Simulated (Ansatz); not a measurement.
Start from BAs in the zinc blende structure (space group F-43m, No. 216; a = 4.7679 Å).

The values are results of Kohn–Sham DFT with the PBEsol functional, run in Ansatz (a first-principles code) with PAW and 420 eV plane waves, no spin-orbit coupling, not measurements.

Before the change:

The band gap comes out as 1.08 eV and the gap character is indirect, Γ → Γ–X (82 % along). The volume per atom is 13.55 Å³ and the hole mass comes out as 0.23 mₑ (at Γ).

It is then changed as follows: full substitution B → Ga; the structure is relaxed again.

### Question
What happens to the band gap, gap character, volume per atom and hole mass?

### Answer
The band gap shrinks by 0.66 eV to 0.42 eV; the gap character changes from indirect, Γ → Γ–X (82 % along) to direct at Γ; the volume per atom goes up by 9.10 Å³, from 13.55 Å³ to 22.65 Å³; the hole mass (degenerate bands, along [100]) goes from 0.23 mₑ (at Γ) to 0.025, 0.34, 0.34 mₑ (at Γ).

Masses are band curvatures over ±0.01 Å⁻¹ around the edge. Gaps are Kohn–Sham eigenvalue differences; semilocal functionals usually give less than the measured gap. No phonon test of stability was made.
